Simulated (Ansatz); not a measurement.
**Free triangular strip chain of Se atoms**

Method: PBE (plane waves to 420 eV, PAW; Ansatz, an electronic-structure program). Mesh 1×1×116. No spin polarisation, so a magnetic state wasn't tested. It repeats along c; a and b span vacuum. A hypothetical model. Symmetry and one short period hold its shape; lower forms weren't sought. Pairing along the axis, which can open a gap, is among the distortions not tried. Values not marked SOC lack spin–orbit coupling.

period along the axis (2 atoms): 2.729 Å
PBE gap: none (under 0.01 eV)
crossings of the Fermi level between Γ and the zone edge (49 points): 5, each for both spins (ideal conductance 5 × 2e²/h)

```yaml
crystal:
  lattice:
    - [13.50000, 0.00000, 0.00000]
    - [0.00000, 11.00000, 0.00000]
    - [0.00000, 0.00000, 2.72939]
  atoms:
    - { symbol: Se, position: [0.41833, 0.50000, 0.00000] }
    - { symbol: Se, position: [0.58167, 0.50000, 0.50000] }
```
